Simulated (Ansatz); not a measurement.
Base system: PbS in the rock salt structure (space group Fm-3m, No. 225).

```xyz
2
Lattice="0.0000 2.9514 2.9514 2.9514 0.0000 2.9514 2.9514 2.9514 0.0000" Properties=species:S:1:pos:R:3 pbc="T T T"
Pb     2.9514     2.9514     2.9514
S      0.0000     0.0000     0.0000
```

Method: DFT with PBEsol, PAW potentials and a 420 eV plane-wave cutoff in Ansatz (an electronic-structure program), no SOC.

Carriers are added at fixed cell with a uniform background; the Fermi–Dirac width is that of 300 K.

One change was made to it. Results:

```json
[
 {"quantity": "Fermi level relative to the doped band's edge (positive inside the band; to 0.05 eV)", "base": "–", "after": "+0.40 eV"},
 {"quantity": "gap between the host's bands", "base": "0.19 eV", "after": "0.21 eV"},
 {"quantity": "gap character", "base": "direct at L", "after": "direct at L"}
]
```

### Question
What was done to the base?
(A) holes 5.0×10^21 cm⁻³
(B) holes 5.0×10^20 cm⁻³
(C) holes 2.0×10^21 cm⁻³

### Answer
B, holes 5.0×10^20 cm⁻³. For comparison, the Fermi level from band edge in the other runs: holes 2.0×10^21 cm⁻³ gives +0.60 eV; holes 5.0×10^21 cm⁻³ gives +0.80 eV.

Charged cell with a jellium background: band edges are those of the host's band count, energies are not comparable with the neutral cell, and many-body gap narrowing is missing. Spin-orbit coupling, missing from the scalar runs, can matter with Pb. No phonon test of stability was made. The base started in P3_121 and relaxed to Fm-3m at this level. The zero or small gap of PbS can change with the level of theory.
